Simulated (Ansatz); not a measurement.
**Thermal expansion of Ru (hcp (Mg type), P6_3/mmc)**

Method: quasi-harmonic lattice dynamics, DFT at the PBEsol level (Ansatz, a quantum-chemistry and plane-wave program); phonon mesh 4×4×3, k mesh 16×16×9. 

```json
[
 {"T (K)": "100", "α_a (10⁻⁶/K)": "2.7", "α_c (10⁻⁶/K)": "4.2", "C_P (J/mol/K)": "13.1", "bulk modulus B_T (GPa)": "343", "γ": "2.03"},
 {"T (K)": "200", "α_a (10⁻⁶/K)": "4.4", "α_c (10⁻⁶/K)": "7.3", "C_P (J/mol/K)": "21.4", "bulk modulus B_T (GPa)": "339", "γ": "2.08"},
 {"T (K)": "300", "α_a (10⁻⁶/K)": "4.9", "α_c (10⁻⁶/K)": "8.4", "C_P (J/mol/K)": "23.9", "bulk modulus B_T (GPa)": "335", "γ": "2.09"},
 {"T (K)": "400", "α_a (10⁻⁶/K)": "5.1", "α_c (10⁻⁶/K)": "9.0", "C_P (J/mol/K)": "25.0", "bulk modulus B_T (GPa)": "331", "γ": "2.09"},
 {"T (K)": "500", "α_a (10⁻⁶/K)": "5.2", "α_c (10⁻⁶/K)": "9.5", "C_P (J/mol/K)": "25.7", "bulk modulus B_T (GPa)": "327", "γ": "2.10"},
 {"T (K)": "600", "α_a (10⁻⁶/K)": "5.3", "α_c (10⁻⁶/K)": "10.0", "C_P (J/mol/K)": "26.3", "bulk modulus B_T (GPa)": "323", "γ": "2.10"},
 {"T (K)": "700", "α_a (10⁻⁶/K)": "5.3", "α_c (10⁻⁶/K)": "10.4", "C_P (J/mol/K)": "26.8", "bulk modulus B_T (GPa)": "319", "γ": "2.11"},
 {"T (K)": "800", "α_a (10⁻⁶/K)": "5.4", "α_c (10⁻⁶/K)": "10.9", "C_P (J/mol/K)": "27.2", "bulk modulus B_T (GPa)": "315", "γ": "2.12"},
 {"T (K)": "900", "α_a (10⁻⁶/K)": "5.4", "α_c (10⁻⁶/K)": "11.4", "C_P (J/mol/K)": "27.7", "bulk modulus B_T (GPa)": "311", "γ": "2.12"},
 {"T (K)": "1000", "α_a (10⁻⁶/K)": "5.4", "α_c (10⁻⁶/K)": "12.0", "C_P (J/mol/K)": "28.2", "bulk modulus B_T (GPa)": "307", "γ": "2.13"}
]
```

```yaml
conventional lattice constants at 300 K: a = 2.697 Å, c = 4.254 Å
entropy at 300 K: 27.9 J/(mol K)
adiabatic bulk modulus at 300 K: 339 GPa
bulk_modulus_without_vibrations: 347 GPa
zero_point_volume_expansion: 0.28 %
```

Computed at 300 K against measurement: linear expansion coefficient 6.06 computed, 6.40 measured 10⁻⁶/K (-5 %; Wikipedia, Thermal expansivities of the elements); lattice constant a 2.697 computed, 2.706 measured Å (-0.3 %; Wikipedia, Ruthenium (infobox)); lattice constant c 4.254 computed, 4.282 measured Å (-0.7 %; Wikipedia, Ruthenium (infobox)).  

Zero-point expansion is included. Terms beyond the volume dependence of harmonic modes are not.

The crystal is held in this phase throughout; melting and phase transitions are not modelled.

The PAW data sets were generated under PBE and serve the other functionals too.
